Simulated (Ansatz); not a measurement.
HfB2: stress against strain

HfB2 (AlB2 type, P6/mmm, 9.959 Å³/atom at rest, c along z) under an equal strain ε in the (0001) plane with the normal axis free, as in a coherent film. PBE in Ansatz, a plane-wave DFT program (PAW, default set), 420 eV, 21×21×17 Γ-centred mesh, Fermi-Dirac smearing 0.10 eV; ions are relaxed within the symmetry of each cell. Stress is positive for a compressed cell.

Here s stands for strain and y for stress xx.

```csv
strain (%),stress xx (GPa)
-3.00,?
-1.50,9.45
-1.00,6.18
-0.50,3.03
0.00,0.00
0.50,-2.92
1.00,-5.71
1.50,-8.40
```

Question: Using a straight line, estimate the missing y at s = -3.00 from the other rows, showing the fit.

Answer: Means: s 0, y 0.233. About the means, the sum of products is -41.640 and the sum of squares of s is 7.0000; the slope is their ratio. Least squares gives y = 0.233 - 5.9486·s. Residuals (row less fit): 0.294, -0.002, -0.177, -0.233, -0.179, 0.006, 0.290; standard error 0.240 (degrees of freedom: 5). The slope gives the biaxial elastic modulus of this plane = 595 ± 9 GPa. At the withheld row, y = 0.233 - 5.9486 × (-3.0) = 18.079 GPa. The calculation gives 19.93 GPa, 1.851 GPa above the prediction (6.5 % of the range of y in the table). The row lies outside the fitted rows, so this is an extrapolation. From the scatter of the fitted rows alone, a prediction at this place has a standard error of 0.374 GPa, so the miss is 4.9 times that.

One order more, fitted to all 13 runs of the series, follows each within 0.02, so the miss is the next term of a smooth law. In a metal these values are sensitive to mesh and smearing; energies are taken to zero smearing, stresses follow the free energy. Rows are the converged runs of the series near zero and its far end; series whose fitted rows scatter by over a few per cent of the range, as at a crossing or softening among them, aren't shown in this form. Most that stay on the fit to the last digits aren't either.
